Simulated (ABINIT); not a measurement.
## Several settings converged on Tc (P-3m1, 2 atoms in the cell)

```
Tc
1.0
    1.36315    -2.36104     0.00000
    1.36315     2.36104     0.00000
    0.00000     0.00000     4.36805
Tc
2
Direct
  0.33333   0.66667   0.26145
  0.66667   0.33333   0.75000
```

Base method: PBEsol, norm-conserving pseudopotentials (PseudoDojo nc-sr-04 PBEsol standard) (plane waves; ABINIT).

Base settings: pseudos = [Tc.upf]; ecut = 42 Ha; occopt = 7; tsmear = 0.1 eV; ngkpt = 5 5 3; nshiftk = 1; shiftk = 0 0 0; potentials = PseudoDojo nc-sr-04 PBEsol standard; nband = 21; kptopt = 2.

The count of work is k-points × plane waves × bands × iterations; it is no time. 

**The plane-wave cutoff**

The second cell is the first with its lattice scaled by 0.98.

The mesh stays at the base's, so the ladder's end is converged at best in this setting alone.

Only quantities that move along the ladder and can be compared are tabulated.

| ecut | free energy less the last step's (meV/atom) | energy of the compressed cell less the first (meV/atom) | pressure (GPa) | largest difference of a force vector from the last step's (eV/Å) | count of work / last |
|---|---|---|---|---|---|
| 15 Ha | 9404.10 | 151.77 | -226.03 | 0.319 | 0.076 |
| 19 Ha | 3911.68 | 53.02 | -135.24 | 0.101 | 0.11 |
| 23 Ha | 1390.38 | 46.58 | -68.18 | 0.025 | 0.16 |
| 29 Ha | 218.61 | 48.31 | -18.54 | 0.006 | 0.22 |
| 38 Ha | 4.53 | 46.00 | -2.37 | 0.000 | 0.33 |
| 42 Ha | 1.17 | 45.93 | -1.79 | 0.000 | 0.35 |
| 50 Ha | 0.74 | 45.92 | -1.76 | 0.000 | 0.46 |
| 84 Ha | 0.00 | 45.92 | -1.75 | 0.000 | 1.0 |

Coarsest ecut that holds the pressure within 1 GPa of the last step, with all finer ones: 38 Ha, at 0.33 of the last step's count of work; the step before is off by 17 GPa.

Coarsest ecut that holds the energy of the compressed cell less the first within 0.5 meV/atom of the last step, with all finer ones: 38 Ha, at 0.33 of the last step's count of work; the step before is off by 2.4 meV/atom.

Coarsest ecut that holds the forces within 0.02 eV/Å of the last step, with all finer ones: 29 Ha, at 0.22 of the last step's count of work; the step before is off by 0.025 eV/Å.

The energy difference between the two cells stays within 1 meV/atom of the last step's from 38 Ha on, the total only from 50 Ha on: much of the error is common to both cells and cancels.

At the lowest cutoff the pressure lies 224 GPa under the last step's, the usual sign of Pulay stress in an incomplete plane-wave basis.

**The cutoff for other potential files**

Level: DFT, PBEsol, plane waves, PAW (JTH v2.0 PBE PAW, files made for PBE).

In this ladder: pseudos = [Tc.GGA_PBE-JTH.xml]; potentials = JTH v2.0 PBE PAW; pawxcdev = 0; ixc = -116133. Moved along: pawecutdg.

The mesh stays at the base's, so the ladder's end is converged at best in this setting alone.

Only quantities that move along the ladder and can be compared are tabulated.

```csv
ecut,free energy less the last step's (meV/atom),pressure (GPa),largest difference of a force vector from the last step's (eV/Å),count of work / last
9 Ha,1389.41,-109.74,0.208,0.11
11 Ha,111.07,-13.36,0.000,0.15
14 Ha,25.31,-2.39,0.001,0.23
17 Ha,15.01,-2.61,0.000,0.33
20 Ha,11.76,-2.31,0.000,0.40
24 Ha,8.88,-2.50,0.000,0.53
30 Ha,4.07,-2.37,0.000,0.73
40 Ha,0.00,-2.37,0.000,1.0
```

Coarsest ecut that holds the forces within 0.02 eV/Å of the last step, with all finer ones: 11 Ha, at 0.15 of the last step's count of work; the step before is off by 0.21 eV/Å.

Coarsest ecut that holds the free energy within 5 meV/atom: not settled: the last two steps still differ by 4.1 meV/atom, over half the tolerance, so the ladder does not show it.

Coarsest ecut that holds the pressure within 1 GPa of the last step, with all finer ones: 14 Ha, at 0.23 of the last step's count of work; the step before is off by 11 GPa.

At the lowest cutoff the pressure lies 107 GPa under the last step's, the usual sign of Pulay stress in an incomplete plane-wave basis.

**The relaxed cell against the cutoff**

On Tc (P6_3/mmc, 2 atoms in the cell): atoms on their sites.

In this ladder: kptopt = 1; ionmov = 3; ntime = 40; tolmxf = 0.0001 Ha/bohr; optcell = 2; dilatmx = 1.08; ecutsm = 0.5 Ha.

The mesh stays at the base's, so the ladder's end is converged at best in this setting alone.

Only quantities that move along the ladder and can be compared are tabulated.

```csv
ecut,relaxed volume (Å³/atom),relaxation steps
21 Ha,14.086,6
25 Ha,14.104,11
29 Ha,14.033,6
42 Ha,13.974,6
63 Ha,13.974,6
84 Ha,13.974,6
```

Coarsest ecut that holds the relaxed volume within 0.07 Å³/atom of the last step, with all finer ones: 29 Ha; the step before is off by 0.13 Å³/atom.

At the lowest cutoff the cell relaxes to a volume 0.8 % larger than at the highest.

On the base run: the starting cell has typed, rounded lattice constants, without a prior relaxation at this level. Its lattice was rescaled by up to half a per cent. One atom was moved a little off its site on purpose. Spin polarisation is off. Without a gap this mesh is coarse (it stands for a supercell whose shortest vector is 13 Å).
